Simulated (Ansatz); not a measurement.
Consider Nb in the bcc (W type) structure (space group Im-3m, No. 229; a = 3.3029 Å).

Structures relaxed with r2SCAN (Ansatz, a quantum-chemistry and plane-wave program, PAW, spin-orbit coupling left out), earlier PAW set.

Base:

Simulated powder pattern, Cu Kα, λ = 1.54184 Å (kinematic, ideal powder, no thermal factors, no anomalous dispersion; the 8 strongest lines at most, above 2 %, up to 2θ = 90°):

```csv
2θ (°),I/Imax (%),hkl
38.55,100,(110)
55.65,17,(200)
69.74,33,(211)
82.62,11,(220)
```

Now apply this change: a hydrostatic pressure of 50 GPa.

Question: How do the reflections move or split?

Answer: 
Simulated powder pattern, Cu Kα, λ = 1.54184 Å (kinematic, ideal powder, no thermal factors, no anomalous dispersion; the 8 strongest lines at most, above 2 %, up to 2θ = 90°):

```json
[
 {"2θ (°)": "41.30", "I/Imax (%)": "100", "hkl": "(110)"},
 {"2θ (°)": "59.84", "I/Imax (%)": "16", "hkl": "(200)"},
 {"2θ (°)": "75.30", "I/Imax (%)": "33", "hkl": "(211)"},
 {"2θ (°)": "89.72", "I/Imax (%)": "11", "hkl": "(220)"}
]
```

The indices refer to the base's conventional cell; one index is shown for lines that coincide.

Load acts through the strain it causes; cell and atoms are relaxed under it. Stability against distortions was not tested. No other phases were tried under pressure. The final runs are not spin-polarised.
